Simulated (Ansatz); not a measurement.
```
Ti
1.0
    2.93649     0.00000     0.00000
   -1.46825     2.54308     0.00000
    0.00000     0.00000     4.63730
Ti
2
Direct
  0.33333   0.66667   0.75000
  0.66667   0.33333   0.25000
```

Another polymorph of this substance is known too; which is more stable was not tested here.

By how much do the lattice constants and the volume change from 300 K to 875 K (quasi-harmonic lattice dynamics, DFT at the r2SCAN level (Ansatz, an electronic-structure program)), and how far does the bulk modulus soften?

a by 0.55 %, c by 0.34 %, the volume by 1.43 %; B_T goes from 114 to 106 GPa. No phase change or melting is allowed for: the numbers belong to this structure as given.

The PAW data sets were generated under PBE and serve the other functionals too.
